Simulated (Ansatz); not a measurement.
## LiH in the rock salt structure (space group Fm-3m, No. 225)

```
LiH
1.0
    0.00000     1.99009     1.99009
    1.99009     0.00000     1.99009
    1.99009     1.99009     0.00000
Li H
1 1
Direct
  0.00000   0.00000   0.00000
  0.50000   0.50000   0.50000
```

Method: PBEsol (Ansatz, a first-principles code; PAW; 420 eV plane waves; scalar-relativistic without spin-orbit coupling), earlier PAW set. Settings: 14×14×14 k-points, 0.05 eV Fermi–Dirac smearing.

| Quantity | Value |
|---|---|
| Volume per atom | 7.88 Å³ |
| Density | 0.84 g/cm³ |
| Band gap | 2.73 eV, direct at X |
| Electron mass | 0.11 mₑ along k, 1.0 mₑ across |
| Lowest conduction-band minima above the VBM | X along ⟨100⟩ 2.73 eV |
| Total energy | -109.752 eV/atom (σ→0; compares only within this code and set-up) |

Masses are band curvatures over ±0.01 Å⁻¹ around the edge. Along k means along the line from Γ to the band edge. Stability against distortions was not tested.
